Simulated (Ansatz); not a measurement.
Start from Cu3N (space group Pm-3m, No. 221; a = 3.827 Å).

Calculations: PBE in Ansatz (plane waves to 420 eV, PAW, spin-orbit coupling left out).

Before the change:

The hole mass comes out as 0.14, 0.14, 2.1 mₑ (at R) and the width of the top valence band is 1.75 eV. The band gap is 0.22 eV.

Modification: every lattice vector is stretched by 0.60 %, atoms relaxed at fixed cell.

Problem. Predict the new hole mass, width of the top valence band and band gap.

Solution. The hole mass (degenerate bands, along [100]) goes from 0.14, 0.14, 2.1 mₑ (at R) to 0.15, 0.15, 2.1 mₑ (at R); the width of the top valence band decreases by 0.045 eV to 1.71 eV; the band gap grows by 0.06 eV, from 0.22 eV to 0.28 eV.

The cells carry an imposed strain or load. Masses are band curvatures over ±0.01 Å⁻¹ around the edge. No phonon test of stability was made. All final runs are without spin polarisation. The zero or small gap of Cu3N can change with the level of theory.

Ansatz is a first-principles code.
